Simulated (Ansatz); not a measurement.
The reference is InAgTe2 in the chalcopyrite structure (space group I-42d, No. 122).

```
CELL_PARAMETERS angstrom
     -3.21597     3.21597     6.38292
      3.21597    -3.21597     6.38292
      3.21597     3.21597    -6.38292
ATOMIC_POSITIONS crystal
  In 0.50000 0.50000 0.00000
  In 0.25000 0.75000 0.50000
  Te 0.37500 0.36624 0.49124
  Te 0.63376 0.12500 0.00876
  Te 0.87500 0.88376 0.50876
  Te 0.11624 0.62500 0.99124
  Ag 0.00000 0.00000 0.00000
  Ag 0.75000 0.25000 0.50000
```

Cartesian axes are those of the cell as printed.

Calculations: PBEsol in Ansatz (plane waves to 420 eV, PAW, no SOC).

One thing is altered: uniaxial strain ε_xx = −3.00 %, all other strain components held at zero, atoms relaxed at fixed cell.

**Question.** Predict the stress tensor and what it implies for the stiffness.

**Answer.** Stress of the strained cell less that of the base (GPa, compression positive):
```
   1.77    0.00    0.00
   0.00    1.29    0.00
   0.00    0.00    1.29
```

Then −Δσ_ii/ε with ε = -0.0300 gives secant stiffness values (nonlinear terms included at this strain): C11 ≈ 59 GPa, C12 ≈ 43 GPa and C13 ≈ 43 GPa.

As a check, the harmonic strain energy −½ V₀ Δσ:ε is 5.5 meV/atom; the computed energy rise is 5.3 meV/atom.

Whether these cells are dynamically stable was not tested.

Ansatz is a quantum-chemistry and plane-wave program.
